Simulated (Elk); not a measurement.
Band structure of SrIr2 (Fd-3m, 6 atoms in the cell).

```yaml
crystal:
  lattice:
    - [0.00000, 3.82390, 3.82390]
    - [3.82390, 0.00000, 3.82390]
    - [3.82390, 3.82390, 0.00000]
  atoms:
    - { symbol: Sr, position: [0.25000, 0.25000, 0.25000] }
    - { symbol: Sr, position: [0.00000, 0.00000, 0.00000] }
    - { symbol: Ir, position: [0.62500, 0.12500, 0.62500] }
    - { symbol: Ir, position: [0.62500, 0.62500, 0.62500] }
    - { symbol: Ir, position: [0.12500, 0.62500, 0.62500] }
    - { symbol: Ir, position: [0.62500, 0.62500, 0.12500] }
```

Level of theory: LDA (PW92), all-electron FP-LAPW, Elk's shipped species files, LAPW+lo basis run with Elk.

Settings: rgkmax = 7.5; stype = 0; swidth = 0.00499791 Ha; ngridk = 9 9 9; gmaxvr = 16 1/bohr; nxoapwlo = 1; maxscl = 100.

The starting cell comes from a database of computed structures (which also holds hypothetical and non-ambient phases and stackings), without a prior relaxation at this level. Its lattice was rescaled by a random factor within 2.5 % of one. Spin-orbit coupling is off. Spin polarisation is off. Values depend on the basis (sphere radii, cutoffs, local orbitals), which need not be converged.

Levels in eV from the Fermi level, bands 65 to 72:
```csv
point,65,66,67,68,69,70,71,72
Γ,-0.18,-0.18,0.88,0.88,1.33,1.45,1.45,1.45
X,-1.59,-1.59,-0.28,-0.28,-0.17,-0.17,1.93,1.93
W,-0.83,-0.83,-0.78,-0.78,0.30,0.30,1.62,1.62
K,-1.37,-1.06,-0.71,-0.56,-0.01,0.32,1.35,2.38
L,-0.40,-0.40,-0.36,0.04,0.04,1.95,2.34,2.63
U,-1.37,-1.06,-0.71,-0.56,-0.01,0.32,1.35,2.38
```

Bands cross the Fermi level along this path, so the cell is metallic at this level.
